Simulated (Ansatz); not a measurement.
The parent structure is GaAs in the zinc blende structure (space group F-43m, No. 216; a = 5.6028 Å).

All numbers come from LDA in Ansatz (plane waves to 420 eV, PAW, scalar-relativistic without spin-orbit coupling).

Base values:

```
Quantity    Value
--------  -------
Band gap  0.49 eV
```

It is then changed as follows: hydrostatic tension (pressure −2 GPa).

Predict the new band gap.

The band gap drops by 0.22 eV to 0.27 eV.

Load acts through the strain it causes; cell and atoms are relaxed under it. No phonon test of stability was made. The zero or small gap of GaAs under pressure −2 GPa can change with the level of theory.

Ansatz is a program for electronic structure.
